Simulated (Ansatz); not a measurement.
Consider KCl in the rock salt structure (space group Fm-3m, No. 225).

```yaml
crystal:
  lattice:
    - [0.00000, 3.12135, 3.12135]
    - [3.12135, 0.00000, 3.12135]
    - [3.12135, 3.12135, 0.00000]
  atoms:
    - { symbol: K, position: [0.00000, 0.00000, 0.00000] }
    - { symbol: Cl, position: [0.50000, 0.50000, 0.50000] }
```

Calculations: DFT with PBEsol, PAW potentials and a 420 eV plane-wave cutoff in Ansatz (a first-principles code), no spin-orbit coupling.

Base values:

The valley order is Γ 5.10 eV; X along ⟨100⟩ 6.37 eV.

Modification: an isotropic linear strain of −2.50 %, atoms relaxed at fixed cell.

**Question.** Predict the new valley order.

**Answer.** The valley order (the lowest conduction-band minima on the path, energy above the VBM, named in the base's zone) becomes Γ 5.36 eV; X along ⟨100⟩ 6.27 eV (base: Γ 5.10 eV; X along ⟨100⟩ 6.37 eV).

The levels and masses belong to the bands next to the band gap. No phonon test of stability was made.
